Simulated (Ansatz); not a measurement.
Base system: ZnO in the wurtzite structure (space group P6_3mc, No. 186; a = 3.2300 Å, c = 5.2144 Å). Axes: x lies along a and z along c of the hexagonal cell.

All numbers come from DFT with PBEsol, PAW potentials and a 420 eV plane-wave cutoff in Ansatz (a quantum-chemistry and plane-wave program), no spin-orbit coupling.

For the base:

- Band gap = 0.70 eV
- Valence-band top at Γ = 0.00, 0.00, -0.10 eV

Now apply this change: the cell is compressed by 2.40 % along z with no lateral relaxation; the atoms relax in the strained cell.

### Question
How does this affect the stress?

### Answer
The stress (xx, yy, zz, yz, xz, xy; compression positive) is (2.87, 2.87, 5.16, 0.00, 0.00, 0.00) GPa.

### Question
How does this affect the energy relative to the base?

### Answer
The energy rises by 4.6 meV/atom.

### Question
Predict the new band gap.

### Answer
The band gap rises by 0.063 eV to 0.77 eV.

### Question
Estimate the effect on the largest internal atomic displacement.

### Answer
The largest internal atomic displacement is 0.017 Å.

### Question
What does the calculation give for the valence-band top at Γ after the change?

### Answer
The valence-band top at Γ (three highest levels, from the VBM) becomes 0.00, 0.00, -0.11 eV (base: 0.00, 0.00, -0.10 eV).

Whether these cells are dynamically stable was not tested.
